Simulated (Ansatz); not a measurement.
Ansatz (a quantum-chemistry and plane-wave program) run on InBi (R3m, 2 atoms in the cell): self-consistent single point.

Method: PBEsol, default PAW files made with PBE (plane waves; Ansatz).

```
CELL_PARAMETERS angstrom
      0.00000     3.39369     3.39369
      3.39369     0.00000     3.39369
      3.39369     3.39369     0.00000
ATOMIC_POSITIONS crystal
  In 0.00425 0.00425 0.00425
  Bi 0.25000 0.25000 0.25000
```

Reference input (self-consistent single point, DFT, PBEsol, plane waves, default PAW files made with PBE): basis.ecutwfc = 420 eV; kpoints.mp_grid.grid = 9 9 9; hamiltonian.xc = pbesol; hamiltonian.pseudopotentials = {kind: paw} (the program's default PAW files); scf.occupations.method = gaussian; scf.occupations.width = 0.1 eV. This run's input differs from it in these lines:

Ansatz 0.2 input:
```diff
@@ -13,3 +13,3 @@
   mp_grid:
-    grid: [9, 9, 9]
+    grid: [14, 14, 14]
 hamiltonian:
@@ -21,3 +21,3 @@
     method: gaussian
-    width: 0.1 eV
+    width: 0.3 eV
 output:
```

Log, with long lists cut:

```
SCF iter   1: F=—  HF=-17767.300724 eV  |F-HF|=—  |Δ(HF+E_count)|=         —  Δρ=2.88e-3  dr2=9.80e-3  ethr=1.77e-3  ⟨swp⟩=5.1  Hψ=23246  notcnv=0
all-band conjugate gradients solve this SCF's bands
preconditioner: auto → Kerker (q_TF=auto, 2.299 Å⁻¹)
SCF iter   2: F=—  HF=-17767.298380 eV  |F-HF|=—  |Δ(HF+E_count)|=   2.34e-3  Δρ=1.58e-3  dr2=4.59e-3  ethr=3.50e-5  ⟨swp⟩=2.3  Hψ=9217  notcnv=0
SCF iter   3: F=—  HF=-17767.298096 eV  |F-HF|=—  |Δ(HF+E_count)|=   2.83e-4  Δρ=5.99e-4  dr2=7.24e-4  ethr=1.64e-5  ⟨swp⟩=3.0  Hψ=9265  notcnv=0
SCF iter   4: F=—  HF=-17767.298358 eV  |F-HF|=—  |Δ(HF+E_count)|=   2.62e-4  Δρ=2.90e-4  dr2=1.76e-4  ethr=2.59e-6  ⟨swp⟩=2.5  Hψ=7753  notcnv=0
SCF iter   5: F=—  HF=-17767.298450 eV  |F-HF|=—  |Δ(HF+E_count)|=   9.23e-5  Δρ=8.82e-5  dr2=1.09e-5  ethr=6.30e-7  ⟨swp⟩=3.0  Hψ=8128  notcnv=0
SCF iter   6: F=—  HF=-17767.298466 eV  |F-HF|=—  |Δ(HF+E_count)|=   1.59e-5  Δρ=2.82e-5  dr2=8.01e-7  ethr=3.88e-8  ⟨swp⟩=2.0  Hψ=6377  notcnv=0
SCF iter   7: F=-17767.298467 eV  HF=-17767.298467 eV  |F-HF|=7.59e-8  |Δ(HF+E_count)|=   1.35e-6  Δρ=5.36e-6  dr2=2.31e-8  ethr=3.57e-10  ⟨swp⟩=5.0  Hψ=27681  notcnv=0
SCF 1 converged in 7 iterations: F = -17767.298467 eV  dr2 = 2.31e-8
Free energy (F): -17767.298467 eV
Internal energy: -17767.287703 eV  (E = F + TS)
E sigma→0 (E₀):  -17767.293085 eV
Entropy (-TS):   -0.010764 eV (-5.382 meV/atom)
Fermi energy:    6.687446 eV
--- Forces (eV/Å), atoms counted from 1 ---
  atom   1  In    -0.15537996    -0.15537996    -0.15537996
  atom   2  Bi     0.15538054     0.15538054     0.15538054
--- Stress (GPa, compression-positive) ---
       -0.933215       0.372206       0.372206
        0.372206      -0.933215       0.372206
        0.372206       0.372206      -0.933215
  P = ⅓ Tr σ = -0.9332 GPa (-9.332 kbar)
  The stress holds the Pulay correction. Without it, at fixed plane waves, as pw.x and ABINIT print it: P = -0.9563 GPa
```

The run converged in 7 iterations. Against the reference run the free energy falls by 3.7 meV/atom, the pressure stays at -0.93 GPa and the largest force goes from 0.250 to 0.269 eV/Å.

The starting cell comes from a database of computed structures (which also holds hypothetical and non-ambient phases and stackings), without a prior relaxation at this level. Its lattice was rescaled by up to half a per cent. One atom was moved a little off its site on purpose. Ansatz's pressure includes its estimate of the finite-basis (Pulay) stress.

Cost on one core of a shared machine: roughly 40 s.
